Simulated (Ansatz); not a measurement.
An Ansatz (an electronic-structure program) input (Ansatz, PBEsol, PAW, cutoff 420 eV, without spin-orbit coupling, earlier PAW set):

Ansatz 0.2 input:
```yaml
crystal:
  lattice:
    - [0, 2.9733681245, 2.9733681245]
    - [2.9733681245, 0, 2.9733681245]
    - [2.9733681245, 2.9733681245, 0]
  atoms:
    - { symbol: Ir, position: [0.25, 0.25, 0.25] }
    - { symbol: Hg, position: [0, 0, 0] }
basis: { ecutwfc: 420, ecutrho_ratio: 4, xc_grid: 2, fft_grid_basis: typed }
kpoints: { mp_grid: { grid: [14, 14, 14] } }
hamiltonian:
  xc: pbesol
  dispersion: none
  pseudopotentials: { azcp: { folder: ./paw }, kind: paw }
scf: { occupations: { method: fermi_dirac, width: 0.05 }, convergence: { dr2_threshold: 0.0000000002 } }
output: { forces: true, stress: true }
checkpoint: { write: state.ck, write_every: 1000 }
```

Problem. Which symmetry and how many k-points will the program report, and about how many plane waves at Γ?

Solution. Space group F-43m (ITA 216) with 24 operations, k-points 104 of 2744, and 965 plane waves at Γ.

No phonon test of stability was made. All final runs are without spin polarisation. An odd electron count without spin: HgIr. The cell was made from HgS by this change: S → Ir; the result is a hypothetical phase, not in the database extracts checked. HgIr has a high density of states at the Fermi level and may be magnetic at this level.
